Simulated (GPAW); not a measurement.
```xyz
4
Lattice="-1.9479 1.9479 4.0183 1.9479 -1.9479 4.0183 1.9479 1.9479 -4.0183" Properties=species:S:1:pos:R:3 pbc="T T T"
Pt     0.0000     1.9479     2.0092
Pt     1.9479     0.0000     2.0092
Pt     0.0000     0.0000     4.0183
W      0.0000     0.0000     0.0000
```

Method of the run: PBEsol, GPAW PAW datasets PBEsol (made by gpaw-setup) (plane waves; GPAW).

The set-up and first iterations of a GPAW log for Pt3W (I4/mmm, 4 atoms in the cell):

```
Input parameters:
  kpts: [5 5 5]
  maxiter: 120
  mode: {ecut: 600.0,
         name: pw}
  nbands: -8
  occupations: {fixmagmom: False,
                name: fermi-dirac,
                width: 0.1}
  symmetry: {symmorphic: False,
             tolerance: 0.0005}
  xc: PBEsol

species:
  Pt:
    name: Platinum
    Z: 78.0
    valence: 16
    core: 62
    charge: 0.0
    file: Pt.PBEsol.gz

    # Using partial waves for Pt as LCAO basis

  W:
    name: Tungsten
    Z: 74.0
    valence: 14
    core: 60
    charge: 0.0
    file: W.PBEsol.gz

    # Using partial waves for W as LCAO basis

Reference energy: -1939349.544177  # eV

Spin-paired calculation

Convergence criteria:
 Maximum [total energy] change in last 3 cyles: 0.0005 eV / valence electron
 Maximum integral of absolute [dens]ity change: 0.0001 electrons / valence electron
 Maximum integral of absolute [eigenst]ate change: 4e-08 eV^2 / valence electron
   [... lines left out ...]

Eigensolver

Densities:
  Coarse grid: 28*28*28 grid
  Fine grid: 56*56*56 grid
  Total Charge: 0.000000

Density mixing:
  Method: separate
  Backend: pulay
  Linear mixing parameter: 0.05
  old densities: 5
  Damping of long wavelength oscillations: 50

Hamiltonian:
  XC and Coulomb potentials evaluated on a 56*56*56 grid
  External potential:
    NoExternalPotential

XC parameters: PBEsol with 2 nearest neighbor stencil

Number of atoms: 4
Number of atomic orbitals: 49
Number of bands in calculation: 39
Number of valence electrons: 62
Bands to converge: occupied

Density initialized from atomic densities
  39 bands from LCAO basis set

Atomic positions and initial magnetic moments

Positions:
   0 Pt     0.000000    1.947905    2.009170    ( 0.0000,  0.0000,  0.0000)
   1 Pt     1.947905    0.000000    2.009170    ( 0.0000,  0.0000,  0.0000)
   2 Pt     0.000000    0.000000    4.018340    ( 0.0000,  0.0000,  0.0000)
   3 W      0.000000    0.000000    0.000000    ( 0.0000,  0.0000,  0.0000)

Unit cell:
           periodic     x           y           z      points  spacing
  1. axis:    yes   -1.947905    1.947905    4.018340    28     0.1252
  2. axis:    yes    1.947905   -1.947905    4.018340    28     0.1252
  3. axis:    yes    1.947905    1.947905   -4.018340    28     0.0984

  Lengths:   4.871932   4.871932   4.871932
  Angles:  132.865916 132.865916  68.864798

Effective grid spacing dv^(1/3) = 0.1406
     iter     time        total  log10-change:
                         energy   eigst   dens
iter:   1 --:--:--   -37.934227
iter:   2 --:--:--   -37.182307   -1.32  -1.34
iter:   3 --:--:--   -36.448940   -2.04  -1.40
iter:   4 --:--:--   -35.558059   -1.57  -1.47
iter:   5 --:--:--   -35.416384   -1.82  -1.77
iter:   6 --:--:--   -35.418763   -3.37  -2.22
iter:   7 --:--:--   -35.415222c  -2.30  -2.24
iter:   8 --:--:--   -35.387852c  -2.78  -2.27
iter:   9 --:--:--   -35.388273c  -4.35  -2.82
iter:  10 --:--:--   -35.389503c  -4.74  -2.77
iter:  11 --:--:--   -35.389968c  -5.64  -2.71
```

Question: Will this run converge, and how will it end?

Answer: The run converged in 25 iterations. Its thresholds were met; that alone does not show that basis and mesh suffice. It ends on: free energy E − TS (from the program's reference atoms) -35.4291 eV; Fermi level (on the code's own zero) 13.12 eV; pressure -5.53 GPa. The log goes on:

```
   [... 7 lines left out ...]
iter:  19 --:--:--   -35.386381c  -6.78  -3.75
iter:  20 --:--:--   -35.386371c  -6.52  -3.79
iter:  21 --:--:--   -35.386372c  -7.39  -3.88
iter:  22 --:--:--   -35.386367c  -6.58  -3.94
iter:  23 --:--:--   -35.386363c  -6.89  -4.13c
iter:  24 --:--:--   -35.386361c  -6.92  -4.29c
iter:  25 --:--:--   -35.386360c  -8.07c -4.81c
Converged after 25 iterations.

Dipole moment: (0.000000, -0.000000, 0.000000) |e|*Ang

Energy contributions relative to reference atoms: (reference = -1939349.544177)

Kinetic:        -31.839662
Potential:      +22.053255
External:        +0.000000
XC:             -23.919660
Entropy (-ST):   -0.085447
Local:           -1.637569
SIC:             +0.000000
--------------------------
Free energy:    -35.429084
Extrapolated:   -35.386360

Showing only first 2 kpts
 Kpt  Band  Eigenvalues  Occupancy
  0    29     13.16765    0.78845
  0    30     14.25677    0.00002
  0    31     14.31332    0.00001
  0    32     14.52151    0.00000

  1    29     12.45437    1.99755
  1    30     13.00349    1.54130
  1    31     13.22105    0.55230
  1    32     14.27189    0.00002

Fermi level: 13.12469

No gap
No difference between direct/indirect transitions
Energy (eV): -35.38636

Forces in eV/Ang:
  0 Pt    0.00000    0.00000    0.00000
  1 Pt    0.00000    0.00000    0.00000
  2 Pt    0.00000    0.00000    0.00000
  3 W    -0.00000    0.00000    0.00000

Stress tensor:
     0.034474     0.000000     0.000000
     0.000000     0.034474     0.000000
     0.000000     0.000000     0.034622
Stress (GPa, Voigt): [5.5233 5.5233 5.5471 0.     0.     0.    ]
```

For comparison: a first run was changed to give this one (kpts: 8 8 8 → 5 5 5), and from it to this one the free energy goes down by 4.9 meV/atom and the pressure goes from -5.41 to -5.53 GPa.

The starting cell comes from a database of computed structures (which also holds hypothetical and non-ambient phases and stackings), without a prior relaxation at this level. Spin-orbit coupling is off. Spin polarisation is off. With a pressure of about -6 GPa the cell is away from its equilibrium volume at this level.

The run was DFT PBEsol, plane waves, GPAW PAW datasets PBEsol (made by gpaw-setup). Main settings of its input:

| setting | value |
|---|---|
| mode | pw |
| ecut | 600 eV |
| xc | PBEsol |
| kpts | 5 5 5 |
| mesh shift (steps) | 0 0 0 |
| occupations.name | fermi-dirac |
| occupations.width | 0.1 eV |
| nbands | -8 |
| symmetry.symmorphic | false |
| symmetry.tolerance | 0.0005 |
| maxiter | 120 |
